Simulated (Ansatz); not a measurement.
## Si: pressure series

Consider Si in the diamond structure (space group Fd-3m, No. 227; a = 5.4699 Å).

Cell and atoms are relaxed at each pressure.

Levels (all Ansatz, an electronic-structure program, PAW, earlier PAW set): PBE (420 eV, spin-orbit coupling left out); r2SCAN (500 eV, scalar-relativistic without spin-orbit coupling).

The base cell above is that of PBE; each level relaxes its own structures.

```tsv
case	band gap, PBE	band gap, r2SCAN
pressure −2 GPa	0.66 eV	0.81 eV
pressure −1 GPa	0.63 eV	0.79 eV
pressure 1.8 GPa	0.58 eV	[?]
pressure 4.2 GPa	0.53 eV	0.70 eV
pressure 9 GPa	0.45 eV	[?]
pressure 18 GPa	0.31 eV	0.49 eV
pressure 30 GPa	0.15 eV	0.34 eV
pressure 45 GPa	zero	[?]
pressure 60 GPa	zero	[?]
```

Task: What belongs in the blanks?

Result: 
- pressure 1.8 GPa, band gap, r2SCAN: 0.74 eV
- pressure 9 GPa, band gap, r2SCAN: 0.63 eV
- pressure 45 GPa, band gap, r2SCAN: 0.16 eV
- pressure 60 GPa, band gap, r2SCAN: zero

The two levels differ by at most about 0.19 eV. Near ties aside, they put the cases in the same order.

A case with no gap was solved on a k-mesh chosen for an insulator, which is coarse for it. Load acts through the strain it causes; cell and atoms are relaxed under it. No phonon test of stability was made. Measured, Si leaves this structure (for the β-tin structure) near 12 GPa (room temperature; as listed in arXiv:1906.07825). A zero or small gap of Si under pressure 30 GPa, Si under pressure 45 GPa and Si under pressure 60 GPa can be the functional's error rather than a property of the material.
